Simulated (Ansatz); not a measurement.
System: ScGeCN (model structure, started from the AlSiCN type, P3m1, No. 156, 4 atoms in the cell). Method: LDA in Ansatz (plane waves, PAW).

Settings: plane-wave cutoff 520 eV, 12×12×6 k mesh (along the axes of the cell as run), Fermi–Dirac smearing 0.01 eV, scalar-relativistic PAW data made under PBE.

Cell (relaxed with PBEsol):

```cif
data_CGeNSc
_chemical_formula_sum 'Sc1 Ge1 C1 N1'
_space_group_name_H-M_alt 'P 1'
_space_group_IT_number 1
_cell_length_a 3.37867
_cell_length_b 3.37867
_cell_length_c 5.28916
_cell_angle_alpha 90.000
_cell_angle_beta 90.000
_cell_angle_gamma 120.000
loop_
_space_group_symop_operation_xyz
  'x, y, z'
loop_
_atom_site_label
_atom_site_type_symbol
_atom_site_fract_x
_atom_site_fract_y
_atom_site_fract_z
_atom_site_occupancy
Sc1 Sc 0.33333 0.66667 0.52616 1
Ge1 Ge 0.66667 0.33333 0.99924 1
C1 C 0.33333 0.66667 0.09269 1
N1 N 0.66667 0.33333 0.63190 1
```

Q: Predict the band gap, smallest direct gap on the k points sampled and direct gap at Γ.

A: 
- band gap: 2.12 eV (indirect)
- smallest direct gap on the k points sampled: 2.26 eV
- direct gap at Γ: 2.60 eV

Note: the relaxation could raise the start's symmetry but not lower it, so the cell can be a saddle point; cell and atoms aren't relaxed at this level (largest force component 0.06 eV/Å, pressure -4.1 GPa).

Spin–orbit coupling is not included.

Computed values are for the static lattice.

The result took roughly 8 core-seconds.

A model structure was made by putting elements into a prototype or built by hand; it is no filed structure, need not be a known phase, and can be a saddle point held by its symmetry.

Ansatz is an electronic-structure program.
